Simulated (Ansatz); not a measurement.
## Hf: response to strain

The parent structure is Hf in the hcp (Mg type) structure (space group P6_3/mmc, No. 194; relaxed with 0.1 eV smearing).

```
Hf
1.0
    3.15801     0.00000     0.00000
   -1.57901     2.73492     0.00000
    0.00000     0.00000     5.00438
Hf
2
Direct
  0.33333   0.66667   0.75000
  0.66667   0.33333   0.25000
```

Strains are applied to the cell and any free atomic positions relax.

The values are results of Kohn–Sham DFT with the PBEsol functional, run in Ansatz (a first-principles code) with PAW and 420 eV plane waves, spin-orbit coupling left out, earlier PAW set, not measurements.

Notes on the quantities. pressure: mean of the normal stresses, compression positive.

| isotropic strain (%) | pressure (GPa) |
|---|---|
| -1.98 | 7.5 |
| 0 | 0.0 |
| 0.74 | -2.4 |
| 5.08 | ? |
| 5.25 | -13.3 |

Problem. Fit P = P₀ − Bδ + Cδ² with δ = (1 + ε)³ − 1 to the rows shown and predict the withheld row.

Solution. Least squares on the printed values gives P₀ = 0.0 GPa, B = 116 GPa (at held cell shape), C = 212 GPa (largest residual 0.0 GPa); this predicts -13.0 GPa, and the run gives -13.0 GPa, in agreement.

Whether these cells are dynamically stable was not tested. The final runs are not spin-polarised.
